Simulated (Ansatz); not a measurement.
# SiO2: response to strain

Take SiO2 in the rutile structure (space group P4_2/mnm, No. 136; a = 4.155 Å, c = 2.661 Å) as the base. Axes: x, y, z lie along a, b, c of the conventional cell.

Strains are applied to the cell and any free atomic positions relax.

Method: LDA (Ansatz, an electronic-structure program), scalar-relativistic without spin-orbit coupling.

Notes on the quantities. energy relative to the base: free energy F; pressure: mean of the normal stresses, compression positive.

| change | electron mass | energy relative to the base | pressure |
|---|---|---|---|
| base | 0.40 mₑ along c, 0.52 mₑ across (at Γ) | 0 meV/atom | -0.01 GPa |
| uniaxial strain ε_xx = +0.60 % | 0.40 mₑ along z, 0.51 mₑ across (at Γ) | +0.4 meV/atom | -1.71 GPa |
| uniaxial strain ε_xx = +1.20 % | 0.49 mₑ along x, 0.52 mₑ along y, 0.40 mₑ along z (at Γ) | +1.5 meV/atom | -3.35 GPa |
| uniaxial strain ε_xx = +1.80 % | 0.48 mₑ along x, 0.52 mₑ along y, 0.39 mₑ along z (at Γ) | +3.4 meV/atom | -4.92 GPa |
| uniaxial strain ε_xx = +2.40 % | 0.47 mₑ along x, 0.52 mₑ along y, 0.39 mₑ along z (at Γ) | +6.0 meV/atom | -6.43 GPa |
| uniaxial strain ε_xx = +3.00 % | 0.46 mₑ along x, 0.52 mₑ along y, 0.39 mₑ along z (at Γ) | +9.2 meV/atom | -7.86 GPa |

The levels and masses belong to the bands next to the band gap. Masses are band curvatures over ±0.01 Å⁻¹ around the edge. Whether these cells are dynamically stable was not tested.
